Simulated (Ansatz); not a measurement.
Effect of uniaxial strain ε_zz = −1.00 % on Cu

The parent structure is Cu in the fcc (Cu type) structure (space group Fm-3m, No. 225; a = 3.5184 Å; relaxed with 0.1 eV smearing). Axes: x, y, z lie along the cube axes.

Perturbation: uniaxial strain ε_zz = −1.00 %, all other strain components held at zero, atoms relaxed at fixed cell.

Level of theory: LDA/PAW in Ansatz (a quantum-chemistry and plane-wave program), without spin-orbit coupling. k-mesh 32×32×32 (Γ-centred); smearing 0.1 eV (Fermi–Dirac).

The volume per atom falls by 0.11 Å³ to 10.78 Å³ and the space group changes from Fm-3m (No. 225) to I4/mmm (No. 139). The shortest interatomic distance drops by 0.0124 Å, from 2.488 Å to 2.475 Å and the energy rises by 0.8 meV/atom. The band gap remains zero and the stress (xx, yy, zz, yz, xz, xy; compression positive) comes out as (1.7, 1.7, 2.4, 0.0, 0.0, 0.0) GPa.

No phonon test of stability was made. The final runs are not spin-polarised.
